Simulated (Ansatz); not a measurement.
The starting structures come from a database of crystals and need not be the phases stable at ambient conditions.

```xyz
4
Lattice="3.8062 0.0000 0.0000 0.0000 3.8062 0.0000 0.0000 0.0000 3.8062" Properties=species:S:1:pos:R:3 pbc="T T T"
W      0.0000     0.0000     0.0000
O      0.0000     0.0000     1.9031
O      1.9031     0.0000     0.0000
O      0.0000     1.9031     0.0000
```

Space group of this cell: Pm-3m, ReO3 type. The cell is taken as given; by PBEsol its mean pressure is -1.3 GPa.

The current runs along the normal of the first two printed vectors, the (001) plane. All runs by Ansatz (a program for electronic structure), plane waves and PAW, without spin-orbit coupling; the base is PBEsol.

| run | mean pressure (GPa) | gap (eV) | mid-gap κ (1/Å) |
|---|---|---|---|
| base | -1.3 | 0.57 | 0.099 |
| all lengths scaled by 0.98 | 15.4 | … | … |
| all lengths scaled by 1.02 | -13.8 | 0.50 | 0.093 |
| lda in place of pbesol | -5.9 | … | … |
| lengths across the current scaled by 0.98, ions clamped | 9.6 | … | … |
| lengths across the current scaled by 1.02, ions clamped | -9.9 | 0.47 | 0.092 |
| lengths along the current scaled by 1.03, ions clamped | -7.6 | 0.48 | 0.094 |

Problem. Some entries are withheld; supply them.

Solution. 
- all lengths scaled by 0.98, gap (eV): 0.65
- all lengths scaled by 0.98, mid-gap κ (1/Å): 0.105
- lda in place of pbesol, gap (eV): 0.53
- lda in place of pbesol, mid-gap κ (1/Å): 0.095
- lengths across the current scaled by 0.98, ions clamped, gap (eV): 0.58
- lengths across the current scaled by 0.98, ions clamped, mid-gap κ (1/Å): 0.102
